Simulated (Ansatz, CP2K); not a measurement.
# Code comparison for LaBi2ClO4 (P4/mmm, 8 atoms in the cell)

Band-structure calculation.

```
LaBi2ClO4
1.0
    3.98890     0.00000     0.00000
    0.00000     3.98890     0.00000
    0.00000     0.00000     9.33319
La Bi Cl O
1 2 1 4
Cartesian
  0.00000   0.00000   0.00000
  1.99445   1.99445   2.59817
  1.99445   1.99445   6.73502
  0.00000   0.00000   4.66660
  0.00000   1.99445   1.50880
  0.00000   1.99445   7.82439
  1.99445   0.00000   1.50880
  1.99445   0.00000   7.82439
```

Shared settings, as Ansatz (a program for electronic structure) writes them: kpoints.mp_grid.grid = 6 6 3; scf.occupations.method = fermi_dirac; scf.occupations.width = 0.02 eV. Potentials and cutoffs stand in the table.

| code | model | gap along the path (eV) | smallest direct gap (eV) | cutoff |
|---|---|---|---|---|
| CP2K | LDA (Pade form), GPW, DZVP-MOLOPT-SR-GTH basis, GTH-PADE potentials (GTH_POTENTIALS) | 1.07 | 1.33 | grid 500 Ry |
| Ansatz | LDA (PW92), default PAW files made with PBE | 1.21 | 1.55 | default |

On Ansatz's run: spin-orbit coupling is off.

The spread over the programs that give each value: gap along the path within 0.14 eV; smallest direct gap within 0.22 eV.

CP2K uses small atom-centred bases, whose incompleteness enters pressures, forces and empty levels differently from a plane-wave cutoff.

The starting cell comes from a database of computed structures (which also holds hypothetical and non-ambient phases and stackings), without a prior relaxation at this level.

Keys are those of Ansatz 0.2.
